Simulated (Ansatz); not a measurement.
Take Ir in the fcc (Cu type) structure (space group Fm-3m, No. 225; a = 3.830 Å) as the base.

Now apply this change: full substitution Ir → As, then cell and atoms are relaxed.

Levels (all Ansatz, a quantum-chemistry and plane-wave program, PAW): PBEsol (420 eV, scalar-relativistic without spin-orbit coupling); r2SCAN (500 eV, no spin-orbit coupling).

The geometry is relaxed with PBEsol.

- PBEsol pressure: 0.0 GPa

### Question
How does going to r2SCAN change the pressure?

### Answer
The pressure goes from zero to 3.1 GPa.

Single points use the geometry relaxed with PBEsol. Their cutoffs differ, which shifts pressures a little. Stability against distortions was not tested. As relaxed here, As is a hypothetical phase, not in the database extracts checked. The final runs are not spin-polarised.
